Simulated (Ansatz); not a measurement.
The reference is Ge in the diamond structure (space group Fd-3m, No. 227; a = 5.6744 Å).

Level of theory: r2SCAN in Ansatz (plane waves to 500 eV, PAW, spin-orbit coupling left out).

One change was made to it. Results:

```json
[
 {"quantity": "width of the top valence band", "base": "4.01 eV", "after": "4.92 eV"},
 {"quantity": "gap character", "base": "direct at Γ", "after": "indirect, Γ → a point along ⟨100⟩, about 0.9 Å⁻¹ from Γ"},
 {"quantity": "band gap", "base": "0.36 eV", "after": "0.53 eV"}
]
```

**Question.** Which change produced these results?
A) pressure −2 GPa
B) pressure 4.2 GPa
C) pressure 18 GPa

**Answer.** C, pressure 18 GPa. For comparison, the band gap in the other runs: pressure 4.2 GPa gives 0.61 eV; pressure −2 GPa gives 0.06 eV.

Load acts through the strain it causes; cell and atoms are relaxed under it. Stability against distortions was not tested. The real Ge has an indirect gap at ambient pressure; r2SCAN orders its close-lying valleys differently. Measured, Ge leaves this structure (for the β-tin structure) near 10.6 GPa (room temperature; as listed in arXiv:1906.07825). A zero or small gap of Ge under pressure −2 GPa can be the functional's error rather than a property of the material.

Ansatz is a first-principles code.
